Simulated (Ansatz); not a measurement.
## Cubic perovskite BaZrO3

Computed with r²SCAN (Ansatz, a quantum-chemistry and plane-wave program, PAW).

Run with plane-wave cutoff 600 eV, 6×6×6 k mesh, scalar-relativistic PAW data made under PBE.

Cell (relaxed at this level):

Space group Pm-3m (No. 221); a = 4.2050 Å, b = 4.2050 Å, c = 4.2050 Å, α = 90.00°, β = 90.00°, γ = 90.00°

```json
[
 {"atom": "Ba", "site": "1a", "symmetry": "m-3m", "x": "0.0000", "y": "0.0000", "z": "0.0000"},
 {"atom": "Zr", "site": "1b", "symmetry": "m-3m", "x": "0.5000", "y": "0.5000", "z": "0.5000"},
 {"atom": "O", "site": "3c", "symmetry": "4/mm.m", "x": "0.0000", "y": "0.5000", "z": "0.5000"}
]
```

* **elastic constant C11**: 319 GPa
* **elastic constant C12**: 85.5 GPa
* **elastic constant C44**: 91.0 GPa
* **Voigt–Reuss–Hill bulk modulus**: 163 GPa
* **Voigt–Reuss–Hill shear modulus (Hill average)**: 101 GPa
* **Young modulus**: 250 GPa
* **Poisson ratio**: 0.245

Elastic constants are with the ions relaxed.

Spin–orbit coupling is not included.
